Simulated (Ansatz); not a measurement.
Functionals compared on F on the 1x1 (10-10) surface of wurtzite ZnO (cut with top plane O + Zn), one in a 2x1 cell, started at the site 'hollow O-O-Zn-Zn-Zn', in Ansatz (plane waves, PAW). The structure was relaxed with PBE; the other rows are single points on it, each with its references at the same level. Cutoff 420 eV (500 eV for r2SCAN). The points keep PBE's geometry, so the relaxation of a polaron and the settling of charge on one site are left out.

Host crystal: wurtzite ZnO, with a band gap (PBE, scalar-relativistic without spin-orbit coupling).

Model: 33-atom slab, 9.4 Å thick at the start under the adsorbate (thin: gaps and levels are the slab's own), 3x4x1 mesh, Fermi-Dirac 0.01 eV, dipole correction, 16 atoms held, the rest relaxed; start symmetry kept, larger cells not searched; spin-polarised, ending with about 0.6 μB a cell, a value that depends on the mesh; orders that need a larger cell were not tried, no spin-orbit, no U, no dispersion correction. The slab shows no gap over 0.04 eV on its mesh. At the end it is bonded to 2 Zn. In PBE it is, or lies within 0.03 eV of, the lowest of the starts that converged. These notes are the PBE run's. RPBE: The program's check for a lower electronic state was not made. r2SCAN: The program's check for a lower electronic state was not made. Adsorption energies are against ½ F2(g). A negative adsorption energy means that the adsorbate is more stable on the surface than in its reference.

```json
[
 {"functional": "PBE", "adsorption energy (eV)": "-1.54", "work function of the top face (eV)": "7.29", "rough cost of the single point": "–"},
 {"functional": "RPBE", "adsorption energy (eV)": "-1.48", "work function of the top face (eV)": "7.13", "rough cost of the single point": "roughly 6 core-minutes"},
 {"functional": "r2SCAN", "adsorption energy (eV)": "[?]", "work function of the top face (eV)": "[?]", "rough cost of the single point": "around 14 core-minutes (rough)"}
]
```

Problem. Some entries are withheld; supply them.

Solution. 
- r2SCAN, adsorption energy (eV): -1.64
- r2SCAN, work function of the top face (eV): 7.55

Ansatz is a quantum-chemistry and plane-wave program.
